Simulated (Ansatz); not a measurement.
Worked example: self-consistent single point of a (001) slab of SnSe2 (cut from a parent of space group no. 164; 6 atoms in the cell) in Ansatz (an electronic-structure program).

Method of the run: LDA (PW92), PAW files made with PBE (plane waves; Ansatz).

```
CELL_PARAMETERS angstrom
      3.79857     0.00000     0.00000
     -1.89928     3.28966     0.00000
      0.00000     0.00000    23.18230
ATOMIC_POSITIONS crystal
  Sn 0.00000 0.00000 0.36797
  Se 0.33333 0.66667 0.43399
  Se 0.66667 0.33333 0.30195
  Sn 0.00000 0.00000 0.63203
  Se 0.33333 0.66667 0.69805
  Se 0.66667 0.33333 0.56601
```

Reference input (self-consistent single point, DFT, LDA (PW92), plane waves, PAW files made with PBE): basis.ecutwfc = 420 eV; kpoints.mp_grid.grid = 7 7 1; hamiltonian.xc = lda; hamiltonian.pseudopotentials = {kind: paw} (the program's default PAW files); scf.occupations.method = fermi_dirac; scf.occupations.width = 0.05 eV. This run's input differs from it in these lines:

Ansatz 0.2 input:
```diff
@@ -16,3 +16,3 @@
 kpoints:
-  mp_grid: { grid: [7, 7, 1] }
+  mp_grid: { grid: [10, 10, 1] }
 hamiltonian:
```

The program printed (abridged):

```
SCF iter   1: F=—  HF=-33294.663915 eV  |F-HF|=—  |Δ(HF+E_count)|=         —  Δρ=2.18e-2  dr2=1.98e0  ethr=2.14e-3  ⟨swp⟩=1.6  Hψ=4324  notcnv=0
all-band conjugate gradients solve this SCF's bands
preconditioner: auto → Resta (q_TF=auto, 2.254 Å⁻¹)
SCF iter   2: F=—  HF=-33294.044804 eV  |F-HF|=—  |Δ(HF+E_count)|=   6.19e-1  Δρ=9.07e-3  dr2=2.23e-1  ethr=2.14e-3  ⟨swp⟩=3.0  Hψ=1214  notcnv=0
   [... lines left out ...]
SCF iter   6: F=—  HF=-33293.993839 eV  |F-HF|=—  |Δ(HF+E_count)|=   4.55e-4  Δρ=2.15e-4  dr2=1.64e-4  ethr=5.59e-6  ⟨swp⟩=1.9  Hψ=782  notcnv=0  defer=44
SCF iter   7: F=—  HF=-33293.993839 eV  |F-HF|=—  |Δ(HF+E_count)|=   6.95e-7  Δρ=4.09e-5  dr2=3.35e-6  ethr=1.79e-7  ⟨swp⟩=2.0  Hψ=943  notcnv=0  defer=44
SCF iter   8: F=—  HF=-33293.993851 eV  |F-HF|=—  |Δ(HF+E_count)|=   1.19e-5  Δρ=1.02e-5  dr2=2.40e-7  ethr=3.64e-9  ⟨swp⟩=2.0  Hψ=1429  notcnv=0  defer=44
SCF iter   9: F=-33293.993851 eV  HF=-33293.993851 eV  |F-HF|=9.66e-9  |Δ(HF+E_count)|=   3.25e-8  Δρ=2.15e-6  dr2=1.73e-8  ethr=1.09e-10  ⟨swp⟩=11.7  Hψ=3838  notcnv=0
SCF 1 converged in 9 iterations: F = -33293.993851 eV  dr2 = 1.73e-8
Free energy (F): -33293.993851 eV
Internal energy: -33293.993781 eV  (E = F + TS)
E sigma→0 (E₀):  -33293.993816 eV
Entropy (-TS):   -0.000070 eV (-0.012 meV/atom)
Fermi energy:    1.475049 eV
--- Forces (eV/Å), atoms counted from 1 ---
  atom   1  Sn     0.00000000     0.00000000    -0.02451997
  atom   2  Se     0.00000000     0.00000000     0.50185726
  atom   3  Se    -0.00000000    -0.00000000    -0.38323556
  atom   4  Sn     0.00000000    -0.00000000     0.02451997
  atom   5  Se    -0.00000000     0.00000000     0.38323556
  atom   6  Se     0.00000000    -0.00000000    -0.50185726
--- Stress (GPa, compression-positive) ---
        0.204389       0.000000       0.000000
        0.000000       0.204389       0.000000
        0.000000       0.000000       1.180533
  P = ⅓ Tr σ = 0.5298 GPa (5.298 kbar)
  The stress holds the Pulay correction. Without it, at fixed plane waves, as pw.x and ABINIT print it: P = 0.5207 GPa
```

The run converged in 9 iterations. Against the reference run the free energy falls by 1.5 meV/atom, the largest force moves little (0.497 to 0.502 eV/Å) and the gap on the mesh goes from 0.830 to 0.750 eV.

The starting cell has typed, rounded lattice constants, without a prior relaxation at this level. The slab is cut from that crystal, and its faces are unrelaxed. Its lattice was rescaled by up to half a per cent. Spin polarisation is off, though cut faces can carry moments; a gap of a slab can lie between surface states.
